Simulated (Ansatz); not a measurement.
Abridged Ansatz (a quantum-chemistry and plane-wave program) output:

```
Pseudopotential: As, paw, valence charge 15
Pseudopotential: Ba, paw, valence charge 10
Crystal: 5 atoms, lattice volume = 191.003 Å³
Basis set: ecut = 500 eV, 4843 PW (Γ), exchange–correlation on 180×180×216 points (64 copies of the dense FFT grid, shifted against one another)
Bands: 35, of which v1, the nominal top of the filled ones, is band 30 counted from 1 (29 counted from 0)
Symmetry: 12 space group operations
k-points: 32 of 245
Functional: x = r2scan, c = r2scan; τ floored in thin density (d = 2e-4 eV/Å³)
SCF iter   1: F=—  HF=-27628.991901 eV  |F-HF|=—  |Δ(HF+E_count)|=         —  Δρ=5.15e-3  dr2=1.43e-1  dr2_τ=1.16e-2  ethr=1.77e-3  ⟨swp⟩=11.2  Hψ=5780  notcnv=0
SCF iter   2: F=—  HF=-27629.129077 eV  |F-HF|=—  |Δ(HF+E_count)|=   1.37e-1  Δρ=2.14e-3  dr2=1.51e-2  dr2_τ=8.28e-4  ethr=2.39e-4  ⟨swp⟩=4.1  Hψ=2651  notcnv=0  defer=11
SCF 1 converged in 9 iterations: F = -27629.127849 eV  dr2 = 6.43e-11
SCF converged after 9 iterations
Free energy (F): -27629.127849 eV
Internal energy: -27629.127822 eV  (E = F + TS)
E sigma→0 (E₀):  -27629.127836 eV
Entropy (-TS):   -0.000027 eV (-0.005 meV/atom)
Fermi energy:    7.840688 eV
--- Forces (eV/Å), atoms counted from 1 ---
  atom   1  As    -0.00000000    -0.00000000    -0.00013789
  atom   2  As     0.00000000     0.00000000     0.00013789
  atom   3  Ba    -0.00000000     0.00000000     0.00000000
  atom   4  Ba     0.00000000    -0.00000000    -0.00378298
  atom   5  Ba    -0.00000000     0.00000000     0.00378298
--- Stress (GPa, compression-positive) ---
        0.006129       0.000000       0.000000
        0.000000       0.006129       0.000000
        0.000000       0.000000      -0.005003
  P = ⅓ Tr σ = 0.0024 GPa (0.024 kbar)
```

Q: What was computed, and what are the main results?

A: Ba3As2, 5 atoms in the cell, with r2SCAN in Ansatz (plane waves to 500 eV, PAW, scalar-relativistic without spin-orbit coupling). The last SCF converged to F = -27629.127849 eV, or -5525.8256 eV per atom, at a pressure of 0.00 GPa. The total energy compares only with runs of the same code, potentials and settings.

Whether these cells are dynamically stable was not tested. The cell is Ba$_{3}$As$_{2}$ (space group P-3m1, No. 164; a hypothetical phase, not in the database extracts checked).
